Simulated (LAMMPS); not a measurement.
LAMMPS 22 Jul 2025, classical MD, EAM (W_zhou.eam.alloy): W, 1024000 atoms.

```
Property                                                                                          Result
-----------------------------------------------  -------------------------------------------------------
task                                                                                             MD, nve
potential                                                                          EAM, W_zhou.eam.alloy
copies of the repeat unit                                                                       80×80×80
shape (slab and sphere leave vacuum in the box)                                                     bulk
temperature                                                                                        800 K
steps                                                                                                200
timestep                                                                                            2 fs
neighbor skin                                                                                        2 Å
neigh_modify                                                                   every 1 delay 0 check yes
thermo                                                                                               100
newton                                                                                      on (default)
atom_modify sort (bins of 2 Å where set)                                                  1000 (default)
comm_style                                                                               brick (default)
box                                                                              253.2 × 253.2 × 253.2 Å
start                                                    generated bcc lattice, warmed in an untimed run
compared values                                  energy and forces of the first step, drift over the run
```

It runs on a single node (Arm Neoverse V2, 96 cores on 1 socket, no SMT, 1 L3 cache group).

Each time is the median wall time of two to five repeats, run one at a time on the otherwise empty machine; start-up is included. Unless noted, each process is bound to its own block of adjacent cores. The times hold for this build (PyPI wheel: MPICH, OPENMP and OPT packages). Scratch files lie in a memory file system. A preparatory run goes ahead and isn't timed.

Started as
```bash
# ahead of the timed run: OMP_NUM_THREADS=1 mpirun -np 48 lmp -in in.warm -log none -nocite
OMP_NUM_THREADS=1 mpirun -np 32 lmp -in in.lmp -log log.lammps -nocite
```
(32 ranks, suffix = none (plain styles) (default)) it takes 17 s and 0 neighbour list builds.

Problem. What happens to the run time with suffix = opt?

Solution. About 15 s (2 runs within 1 %): 1.1× as fast. The largest move is in pair forces (Pair): 16 s to 14 s. Change in the result: energy equal as printed, forces on 48 atoms equal as printed, drift of the total energy equal as printed.
